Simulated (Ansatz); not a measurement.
Base system: ScBiO$_{3}$ (space group R3c, No. 161; a cell from a computed database, its experimental status unchecked).

```
ScBiO3
1.0
    2.85652     1.64921     4.76837
   -2.85652     1.64921     4.76837
    0.00000    -3.29842     4.76837
Sc Bi O
2 2 6
Direct
  0.22092   0.22092   0.22092
  0.72092   0.72092   0.72092
  0.00285   0.00285   0.00285
  0.50285   0.50285   0.50285
  0.42736   0.87811   0.04919
  0.04919   0.42736   0.87811
  0.87811   0.04919   0.42736
  0.54919   0.37811   0.92736
  0.37811   0.92736   0.54919
  0.92736   0.54919   0.37811
```

Cartesian axes are those of the cell as printed.

Computed with PBEsol, PAW, 420 eV (Ansatz, a program for electronic structure; without spin-orbit coupling).

The change: the cell is stretched by 1.28 % along x with no lateral relaxation; the atoms relax in the strained cell.

**Question.** Predict the stress tensor and what it implies for the stiffness.

**Answer.** Stress of the strained cell less that of the base (GPa, compression positive):
```
  -2.57    0.00    0.00
   0.00   -1.36   -0.19
   0.00   -0.19   -0.65
```

Then −Δσ_ii/ε with ε = 0.0128 gives secant stiffness values (nonlinear terms included at this strain): C11 ≈ 201 GPa, C12 ≈ 106 GPa and C13 ≈ 51 GPa.

No phonon test of stability was made. All final runs are without spin polarisation.
